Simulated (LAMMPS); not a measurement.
LAMMPS 22 Jul 2025, classical MD, Stillinger-Weber (Si.sw): Si, 10648 atoms.

| Item | Value |
|---|---|
| task | MD, nve |
| potential | Stillinger-Weber, Si.sw |
| copies of the repeat unit | 11×11×11 |
| shape (slab and sphere leave vacuum in the box) | bulk |
| neighbor skin | 2 Å |
| neigh_modify | every 1 delay 0 check yes |
| newton | on (default) |
| atom_modify sort (bins of 2 Å where set) | 1000 (default) |
| comm_style | brick (default) |
| box | 59.7 × 59.7 × 59.7 Å |
| start | generated diamond lattice, warmed in an untimed run |

All runs start from one configuration, warmed at this fixed volume for 1000 steps under a thermostat at 1200 K. The run at the shortest step has a mean temperature of 1200 K and a mean pressure of 1.2 GPa.

Each run covers about 2.0 ps at constant energy (mean temperature 1200 K at the shortest step); σ is the standard deviation over the printed steps. Each setting ran once; only counts and results are compared.

Steps tried: 0.5 fs, 1 fs, 2 fs, 2.5 fs, 4 fs, 5 fs, 8 fs, 10 fs, 16 fs, 20 fs, 32 fs.

What is the longest step at which the total energy fluctuates by under 10 % of the kinetic energy's fluctuation?

5 fs. The run fails or blows up at 16 fs, 20 fs, 32 fs.

```tsv
time step	σ(E total)/σ(E kinetic)	last minus first total energy (meV/atom)	mean temperature (K)
0.5 fs	0.00049	under 0.001	1200
1 fs	0.0019	+0.0017	1200
2 fs	0.0078	+0.0064	1200
2.5 fs	0.012	+0.0087	1200
4 fs	0.032	+0.037	1190
5 fs	0.051	+0.18	1180
8 fs	0.16	+1.4	1150
10 fs	0.36	+4.9	1120
16 fs	stops: Lost atoms	—	—
20 fs	stops: Lost atoms	—	—
32 fs	stops: Lost atoms	—	—
```

The bar is a choice.
